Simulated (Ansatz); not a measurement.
Base system: Ba3As2 (space group P-3m1, No. 164; a hypothetical phase, not in the database extracts checked).

```yaml
crystal:
  lattice:
    - [5.58279, 0.00000, 0.00000]
    - [-2.79140, 4.83484, 0.00000]
    - [0.00000, 0.00000, 7.07630]
  atoms:
    - { symbol: As, position: [0.33333, 0.66667, 0.21625] }
    - { symbol: As, position: [0.66667, 0.33333, 0.78375] }
    - { symbol: Ba, position: [0.00000, 0.00000, 0.00000] }
    - { symbol: Ba, position: [0.33333, 0.66667, 0.69595] }
    - { symbol: Ba, position: [0.66667, 0.33333, 0.30405] }
```

Cartesian axes are those of the cell as printed.

Calculations: Ansatz (an electronic-structure program), r2SCAN, PAW, cutoff 500 eV, scalar-relativistic without spin-orbit coupling.

Before the change:

Valley order: K (1/3, 1/3, 0) 0.59 eV; Γ 1.21 eV
Hole mass: 0.18 mₑ along c, 1.0 mₑ across (at Γ)

Perturbation: uniaxial strain ε_yy = +0.46 %, all other strain components held at zero, atoms relaxed at fixed cell.

Task: Estimate the effect on the energy relative to the base, valley order and hole mass.

Result: The energy hardly moves; the valley order (the lowest conduction-band minima on the path, energy above the VBM, named in the base's zone) goes from K (1/3, 1/3, 0) 0.59 eV; Γ 1.21 eV to Γ 1.20 eV; M (1/2, 0, 0) 1.28 eV; L (1/2, 0, 1/2) 1.98 eV; the hole mass changes from 0.18 mₑ along c, 1.0 mₑ across (at Γ) to 0.18 mₑ along z, 1.0 mₑ across (at Γ).

The levels and masses belong to the bands next to the band gap. Masses are band curvatures over ±0.01 Å⁻¹ around the edge. Stability against distortions was not tested.
